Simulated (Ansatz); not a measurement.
Crystal: Se (R-3, not sure to be the ambient phase, 6 atoms a cell, 25.2 Å³ an atom); planes in its conventional cell.

All values below come from r2SCAN (plane waves, PAW; Ansatz, a program for electronic structure).

No gap correction and no spin-orbit coupling; mid-gap values are interpolated between computed energies.

| plane | area of the cell (Å²) | mid-gap κ (1/Å) | largest κ in the gap (1/Å) |
|---|---|---|---|
| (110) | 27.8 | 0.11 | 0.11 |
| (101) | 37.7 | ? | ? |

Question: The slowest decay depends on the direction. Supply the withheld values.

Answer: 
- (101), mid-gap κ (1/Å): 0.14
- (101), largest κ in the gap (1/Å): 0.14
